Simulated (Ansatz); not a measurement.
# Effect of pressure 2.1 GPa on TiAl

The parent structure is TiAl (space group P4/mmm, No. 123; a = 2.813 Å, c = 4.059 Å).

Perturbation: cell and atoms relaxed at a pressure of 2.1 GPa.

Method: DFT with r2SCAN, PAW potentials and a 500 eV plane-wave cutoff in Ansatz (a program for electronic structure), scalar-relativistic without spin-orbit coupling, earlier PAW set. k-mesh 16×16×12 (Γ-centred); smearing 0.05 eV (Fermi–Dirac).

```csv
quantity,base,changed,shift
volume per atom,16.06 Å³,15.79 Å³,-0.27 Å³
shortest interatomic distance,2.813 Å,2.797 Å,-0.0154 Å
enthalpy H = E + PV relative to the base's energy,–,+0.21 eV/atom,–
band gap,zero,zero,–
```

Final structure:

```xyz
2
Lattice="2.7975 0.0000 0.0000 0.0000 2.7975 0.0000 0.0000 0.0000 4.0358" Properties=species:S:1:pos:R:3 pbc="T T T"
Al     1.3987     1.3987     2.0179
Ti     0.0000     0.0000     0.0000
```

Load acts through the strain it causes; cell and atoms are relaxed under it. Whether these cells are dynamically stable was not tested. All final runs are without spin polarisation.
